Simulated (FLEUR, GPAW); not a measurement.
A FLEUR input for a self-consistent single point of CdHgSe2 (R3m, 4 atoms in the cell) (DFT, LDA (Vosko-Wilk-Nusair), all-electron FLAPW (FLEUR), scalar-relativistic valence):

Input of the input generator:

```
CdHgSe2 FLAPW
&input film=f /
0.2889441652 0.1668220265 0.9426991465
-0.2889441652 0.1668220265 0.9426991465
-0.0000000000 -0.3336439481 0.9426991651
14.4085963263
1.0 1.0 1.0

4
48 0.5003300000 0.5003300000 0.5003300000
80 0.9998530000 0.9998530000 0.9998530000
34 0.8742030000 0.8742030000 0.8742030000
34 0.3756000000 0.3756000000 0.3756000000

&comp jspins=1 /
&exco xctyp='vwn' /
&kpt div1=6 div2=6 div3=6 gamma=t /
&end /
```

```xml
<?xml version="1.0" encoding="UTF-8" standalone="no"?>
<fleurInput fleurInputVersion="0.39">
   <comment>
      CdHgSe2 FLAPW                                                                                       
   </comment>
   <calculationSetup>
      <cutoffs Kmax="4.2" Gmax="14.7" GmaxXC="14.7" numbands="0"/>
      <scfLoop itmax="100" minDistance="0.00001" maxIterBroyd="40" imix="Anderson" alpha="0.05" precondParam="0.0" spinf="2.0"/>
      <coreElectrons ctail="T" frcor="F" kcrel="0" coretail_lmax="0"/>
      <xcFunctional name="vwn" relativisticCorrections="F"/>
      <magnetism jspins="1"/>
      <soc l_soc="F" theta="0.0" phi="0.0" spav="F"/>
      <expertModes spex="0" secvar="F"/>
      <geometryOptimization l_f="T" forcealpha="1.0" forcemix="BFGS" epsdisp="0.00001" epsforce="0.00001"/>
      <ldaU l_linMix="F" mixParam="0.05" spinf="1.0"/>
   </calculationSetup>
   <cell>
      <bzIntegration valenceElectrons="68.0" mode="hist" fermiSmearingEnergy="0.00367493">
         <kPointListSelection listName="default-1"/>
         <!-- k-points included here -->
         <xi:include xmlns:xi="http://www.w3.org/2001/XInclude" href="kpts.xml"> </xi:include>
      </bzIntegration>
      <!-- symmetry operations included here -->
      <xi:include xmlns:xi="http://www.w3.org/2001/XInclude" href="sym.xml"> </xi:include>
      <bulkLattice scale="1.0">
         <bravaisMatrix>
            <row-1>    4.1632798372065398     2.4036712381738212    13.5829714590660444</row-1>
            <row-2>   -4.1632798372065398     2.4036712381738212    13.5829714590660444</row-2>
            <row-3>    0.0000000000000000    -4.8073409648858876    13.5829717270659369</row-3>
         </bravaisMatrix>
      </bulkLattice>
   </cell>
   <atomSpecies>
      <species name="Cadmium (Cd)" element="Cd" atomicNumber="48">
         <mtSphere radius="2.38" gridPoints="819" logIncrement="0.016"/>
         <atomicCutoffs lmax="10" lnonsphr="8"/>
         <electronConfig flipSpins="F">
            <coreConfig>(1s1/2) (2s1/2) (2p1/2) (2p3/2) (3s1/2) (3p1/2) (3p3/2) (4s1/2) (3d3/2) (3d5/2)</coreConfig>
            <valenceConfig>(4p1/2) (4p3/2) (5s1/2) (4d3/2) (4d5/2)</valenceConfig>
         </electronConfig>
         <energyParameters s="5" p="5" d="4" f="4"/>
         <lo type="SCLO" l="1" n="4" eDeriv="0"/>
      </species>
      <species name="Mercury (Hg)" element="Hg" atomicNumber="80">
         <mtSphere radius="2.40" gridPoints="827" logIncrement="0.016"/>
         <atomicCutoffs lmax="10" lnonsphr="8"/>
         <electronConfig flipSpins="F">
            <coreConfig>(1s1/2) (2s1/2) (2p1/2) (2p3/2) (3s1/2) (3p1/2) (3p3/2) (4s1/2) (3d3/2) (3d5/2) (4p1/2) (4p3/2) (5s1/2) (4d3/2) (4d5/2) (4f5/2) (4f7/2)</coreConfig>
            <valenceConfig>(5p1/2) (5p3/2) (6s1/2) (5d3/2) (5d5/2)</valenceConfig>
         </electronConfig>
         <energyParameters s="6" p="6" d="5" f="5"/>
         <lo type="SCLO" l="1" n="5" eDeriv="0"/>
      </species>
      <species name="Selenium (Se)" element="Se" atomicNumber="34">
         <mtSphere radius="2.38" gridPoints="819" logIncrement="0.015"/>
         <atomicCutoffs lmax="10" lnonsphr="8"/>
         <electronConfig flipSpins="F">
            <coreConfig>(1s1/2) (2s1/2) (2p1/2) (2p3/2) (3s1/2) (3p1/2) (3p3/2)</coreConfig>
            <valenceConfig>(4s1/2) (3d3/2) (3d5/2) (4p1/2) (4p3/2)</valenceConfig>
            <stateOccupation state="(4p1/2)" spinUp="0.6666666666667" spinDown="0.6666666666667"/>
            <stateOccupation state="(4p3/2)" spinUp="1.3333333333333" spinDown="1.3333333333333"/>
         </electronConfig>
         <energyParameters s="4" p="4" d="3" f="4"/>
      </species>
   </atomSpecies>
   <atomGroups>
      <atomGroup species="Cadmium (Cd)">
         <relPos label="                   1">-.4996700000 -.4996700000 -.4996700000</relPos>
         <force calculate="T" relaxXYZ="TTT"/>
      </atomGroup>
      <atomGroup species="Mercury (Hg)">
         <relPos label="                   2">-.0001470000 -.0001470000 -.0001470000</relPos>
         <force calculate="T" relaxXYZ="TTT"/>
      </atomGroup>
      <atomGroup species="Selenium (Se)">
         <relPos label="                   3">-.1257970000 -.1257970000 -.1257970000</relPos>
         <force calculate="T" relaxXYZ="TTT"/>
      </atomGroup>
      <atomGroup species="Selenium (Se)">
         <relPos label="                   4">.3756000000 .3756000000 .3756000000</relPos>
         <force calculate="T" relaxXYZ="TTT"/>
      </atomGroup>
   </atomGroups>
   <output dos="F" band="F" slice="F">
      <checks vchk="F" cdinf="F"/>
      <bandDOS minEnergy="-.5*Htr" maxEnergy="0.5*Htr" sigma="0.015" storeEVData="T"/>
      <vacuumDOS vacdos="F" integ="F" star="F" nstars="0" locx1="0.0" locy1="0.0" locx2="0.0" locy2="0.0" nstm="0" tworkf="0.0"/>
      <unfoldingBand unfoldBand="F" supercellX="1" supercellY="1" supercellZ="1"/>
      <plotting iplot="0" polar="F">
         <plot TwoD="T" vec1="  1.0  0.0  0.0" vec2="  0.0  1.0  0.0" vec3="  0.0  0.0  1.0" zero="  0.0  0.0  0.0" file="plot"/>
      </plotting>
      <chargeDensitySlicing numkpt="0" minEigenval="0.0" maxEigenval="0.0" nnne="0" pallst="F"/>
      <specialOutput eonly="F"/>
      <magneticCircularDichroism mcd="F" energyLo="-10.0" energyUp="0.0"/>
   </output>
  <!-- We include the file relax.xml here to enable relaxations (see documentation) -->
  <xi:include xmlns:xi="http://www.w3.org/2001/XInclude" href="relax.xml"> <xi:fallback/> </xi:include>
</fleurInput>
```

Task: Give the GPAW input for the same structure, mesh, smearing and functional.

Result: One input that does it (others would too):

```python
from ase import Atoms
from ase.units import GPa
from gpaw import GPAW

atoms = Atoms(['Cd', 'Hg', 'Se', 'Se'],
              cell=[[2.203113, 1.271968, 7.187799],
                    [-2.203113, 1.271968, 7.187799],
                    [0.000000, -2.543935, 7.187799]],
              scaled_positions=[[0.500330, 0.500330, 0.500330],
                                [0.999853, 0.999853, 0.999853],
                                [0.874203, 0.874203, 0.874203],
                                [0.375600, 0.375600, 0.375600]],
              pbc=True)

calc = GPAW(mode={'name': 'pw', 'ecut': 550},
            xc='LDA',
            kpts={'size': (6, 6, 6), 'gamma': True},
            occupations={'name': 'fermi-dirac', 'width': 0.1},
            nbands=-10,
            convergence={'forces': 0.001},
            symmetry={'symmorphic': False, 'tolerance': 0.0005},
            maxiter=150)

atoms.calc = calc

energy = atoms.get_potential_energy()
print('Energy (eV):', round(energy, 6))
forces = atoms.get_forces()
print('Forces (eV/Ang):')
print(forces.round(5))
stress = atoms.get_stress()
print('Stress (GPa, Voigt):', (stress / GPa).round(4))
```

Basis, cutoffs, solver keys and any potentials are the target program's own. This input uses DFT LDA (Perdew-Wang 92), plane waves, GPAW PAW datasets LDA (gpaw-data 1.0.1). LDA parametrisations can differ slightly between programs.

The starting cell comes from a database of computed structures (which also holds hypothetical and non-ambient phases and stackings), without a prior relaxation at this level. Its lattice was rescaled by a random factor within 2.5 % of one.
